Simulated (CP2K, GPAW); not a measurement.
A GPAW input for a self-consistent single point of KF (Fm-3m, 2 atoms in the cell) (DFT PBE, plane waves, GPAW PAW datasets PBE (gpaw-data 1.0.1)):

```python
from ase import Atoms
from ase.units import GPa
from gpaw import GPAW

atoms = Atoms(['K', 'F'],
              cell=[[0.000000, 2.571932, 2.571932],
                    [2.571932, 0.000000, 2.571932],
                    [2.571932, 2.571932, 0.000000]],
              positions=[[0.000000, 0.000000, 0.000000],
                         [2.571932, 2.571932, 2.571932]],
              pbc=True)

calc = GPAW(mode={'name': 'pw', 'ecut': 900},
            xc='PBE',
            kpts={'size': (6, 6, 6), 'gamma': True},
            occupations={'name': 'fixed-uniform'},
            nbands=-6,
            convergence={'bands': -4},
            symmetry={'symmorphic': False, 'tolerance': 0.0005},
            maxiter=150,
            txt='-')

atoms.calc = calc

energy = atoms.get_potential_energy()
print('Energy (eV):', round(energy, 6))
forces = atoms.get_forces()
print('Forces (eV/Ang):')
print(forces.round(5))
stress = atoms.get_stress()
print('Stress (GPa, Voigt):', (stress / GPa).round(4))
```

Question: Give the CP2K input for the same structure, mesh, smearing and functional.

Answer: This is the input that was run; spellings and numerical settings could be chosen otherwise.

```
&GLOBAL
  PROJECT calc
  RUN_TYPE ENERGY_FORCE
  PRINT_LEVEL MEDIUM
&END GLOBAL
&FORCE_EVAL
  METHOD Quickstep
  STRESS_TENSOR ANALYTICAL
  &DFT
    BASIS_SET_FILE_NAME BASIS_MOLOPT
    POTENTIAL_FILE_NAME GTH_POTENTIALS
    &QS
      METHOD GPW
      EPS_DEFAULT 1E-10
    &END QS
    &MGRID
      CUTOFF 550
      REL_CUTOFF 50
      NGRIDS 5
    &END MGRID
    &SCF
      SCF_GUESS ATOMIC
      EPS_SCF 1E-7
      MAX_SCF 100
      ADDED_MOS 4
      &DIAGONALIZATION
        ALGORITHM STANDARD
      &END DIAGONALIZATION
      &MIXING
        METHOD BROYDEN_MIXING
        ALPHA 0.2
        NBUFFER 10
        BETA 1
      &END MIXING
    &END SCF
    &KPOINTS
      SCHEME MONKHORST-PACK 6 6 6
      GAMMA_CENTERED T
    &END KPOINTS
    &XC
      &XC_FUNCTIONAL PBE
      &END XC_FUNCTIONAL
    &END XC
    &PRINT
      &MO
        EIGENVALUES T
        OCCUPATION_NUMBERS T
        NDIGITS 8
        FILENAME mo
        &EACH
          QS_SCF 0
        &END EACH
        ADD_LAST NUMERIC
      &END MO
      &MULLIKEN ON
      &END MULLIKEN
    &END PRINT
  &END DFT
  &SUBSYS
    &CELL
      A 3.63726100 0.00000000 0.00000000
      B 1.81863100 3.14996100 0.00000000
      C 1.81863100 1.04998700 2.96981100
      PERIODIC XYZ
    &END CELL
    &COORD
      SCALED
      K        0.00000000     0.00000000     0.00000000
      F        0.50000000     0.50000000     0.50000000
    &END COORD
    &KIND K
      BASIS_SET DZVP-MOLOPT-SR-GTH-q9
      POTENTIAL GTH-PBE-q9
    &END KIND
    &KIND F
      BASIS_SET DZVP-MOLOPT-SR-GTH-q7
      POTENTIAL GTH-PBE-q7
    &END KIND
  &END SUBSYS
  &PRINT
    &FORCES ON
    &END FORCES
    &STRESS_TENSOR ON
    &END STRESS_TENSOR
  &END PRINT
&END FORCE_EVAL
```

Basis settings and potentials, where a program has them, do not carry over. This input uses DFT PBE, GPW, DZVP-MOLOPT-SR-GTH basis, GTH-PBE potentials (GTH_POTENTIALS). Both were run: gap on the mesh 6.824 eV in GPAW and 6.906 in CP2K.

On GPAW: the starting cell comes from a database of computed structures (which also holds hypothetical and non-ambient phases and stackings), without a prior relaxation at this level. Its lattice was rescaled by a random factor within 2.5 % of one. For this run, on top of that: lattice scaled by 0.98.

On CP2K: the starting cell comes from a database of computed structures (which also holds hypothetical and non-ambient phases and stackings), without a prior relaxation at this level. Its lattice was rescaled by a random factor within 2.5 % of one. For this run, on top of that: lattice scaled by 0.98. Values carry the incompleteness of an atom-centred basis. With a pressure of about 7 GPa the cell is away from its equilibrium volume at this level.
